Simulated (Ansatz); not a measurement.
Data:

```
CELL_PARAMETERS angstrom
      0.02865     1.86848     1.91083
      1.91792    -0.00057     1.94005
      1.86848     1.84825     0.04888
ATOMIC_POSITIONS crystal
  Rh 0.00000 0.00000 0.00000
```

No spin polarisation.

The values are results of PBEsol/PAW in Ansatz (a quantum-chemistry and plane-wave program), spin-orbit coupling left out, not measurements. Settings: 30×30×30 k-points, 0.1 eV Fermi–Dirac smearing.

**Question.** Estimate the band gap.

**Answer.** Zero.

**Question.** What stress (xx, yy, zz, yz, xz, xy; compression positive) does the calculation give?

**Answer.** (6.9, 8.7, 3.6, -2.3, -8.7, 2.6) GPa.

The cells carry an imposed strain or load. Stability against distortions was not tested. All final runs are without spin polarisation. The cell was made from Rh in the fcc (Cu type) structure (space group Fm-3m, No. 225) by this change: strain tensor (xx, yy, zz, yz, xz, xy) = (−0.63, −1.70, +0.54, +0.52, +2.07, −0.55) %.
